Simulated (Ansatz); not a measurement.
bcc Nb (1 1 1) on zinc-blende CdTe (1 1 1) (film strained to the substrate, started from cuts of the bulks and a machine-learned relaxation; slabs Cd4Te4 and Nb10, which can lie off the formulas)

A periodic stack without vacuum, bcc Nb (1 1 1) on zinc-blende CdTe (1 1 1) (film strained to the substrate, started from cuts of the bulks and a machine-learned relaxation; slabs Cd4Te4 and Nb10, which can lie off the formulas): substrate slab Cd4Te4, film Nb10, surface cells [[0, 1], [-1, 0]] and [[1, -1], [0, 1]], film strained by 0.0 and 0.0 %, outermost planes Te/Cd and Nb/Nb as cut, which need not be the usual terminations and can put a slab off its formula.

The start was prepared with a machine-learned potential, and the result is one local minimum, with the in-plane cell held and forces under 0.04 eV/Å; the film can end far from its bulk form.

The numbers are results of PBE (plane waves to 420 eV, PAW; Ansatz, a program for electronic structure), not measurements. No spin–orbit coupling; the runs are not spin-polarised. Its k-point mesh 8×8×1, Fermi–Dirac width 0.05 eV.

```
Property                                                                                   Result
--------------------------------------------------------------------------------  ---------------
interface area                                                                            19.0 Å²
period                                                                                    25.00 Å
heights between the nearest atoms of the two slabs at the two interfaces          1.36 and 1.21 Å
Cd–Nb contacts across the interfaces within 1.22 times the sum of covalent radii   7, mean 3.17 Å
Nb–Te contacts across the interfaces within 1.22 times the sum of covalent radii   7, mean 3.10 Å
```

```yaml
crystal:
  lattice:
    - [4.68070, 0.00027, -0.06511]
    - [-2.33952, 4.05312, 0.10535]
    - [-1.57304, 1.12957, 25.05066]
  atoms:
    - { symbol: Cd, position: [0.05281, 0.92550, 0.12976] }
    - { symbol: Cd, position: [0.40510, 0.52568, 0.28108] }
    - { symbol: Cd, position: [0.77123, 0.12940, 0.43402] }
    - { symbol: Cd, position: [0.13169, 0.73145, 0.58624] }
    - { symbol: Te, position: [0.89137, 0.90025, 0.01260] }
    - { symbol: Te, position: [0.38885, 0.57591, 0.16507] }
    - { symbol: Te, position: [0.74643, 0.17766, 0.31833] }
    - { symbol: Te, position: [0.11248, 0.78131, 0.47177] }
    - { symbol: Nb, position: [0.81542, 0.03256, 0.66818] }
    - { symbol: Nb, position: [0.47658, 0.37684, 0.64072] }
    - { symbol: Nb, position: [0.49849, 0.33596, 0.74497] }
    - { symbol: Nb, position: [0.15626, 0.68570, 0.70286] }
    - { symbol: Nb, position: [0.18116, 0.63995, 0.82064] }
    - { symbol: Nb, position: [0.83938, 0.98811, 0.78199] }
    - { symbol: Nb, position: [0.86423, 0.94434, 0.89580] }
    - { symbol: Nb, position: [0.52268, 0.29270, 0.85704] }
    - { symbol: Nb, position: [0.54780, 0.25247, 0.96422] }
    - { symbol: Nb, position: [0.20679, 0.59546, 0.93667] }
```
